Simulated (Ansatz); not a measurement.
The reference is MoP (space group P-6m2, No. 187; a = 3.2077 Å, c = 3.1729 Å; relaxed with 0.1 eV smearing). Axes: x lies along a and z along c of the hexagonal cell.

The values are results of PBEsol (Ansatz, a quantum-chemistry and plane-wave program; PAW; 420 eV plane waves; no SOC), earlier PAW set, not measurements.

For the base:

- Pressure: 0.0 GPa
- Shortest interatomic distance: 2.439 Å

Now apply this change: uniaxial strain ε_zz = +0.35 %, all other strain components held at zero; the atoms relax in the strained cell.

What does the calculation give for the pressure after the change?

The pressure (mean of the normal stresses, compression positive) goes from zero to -1.0 GPa.

Estimate the effect on the shortest interatomic distance.

The shortest interatomic distance rises by 0.0036 Å, from 2.439 Å to 2.442 Å.

What does the calculation give for the energy relative to the base after the change?

The energy is nearly the same.

No phonon test of stability was made. The final runs are not spin-polarised. An odd electron count without spin: MoP.
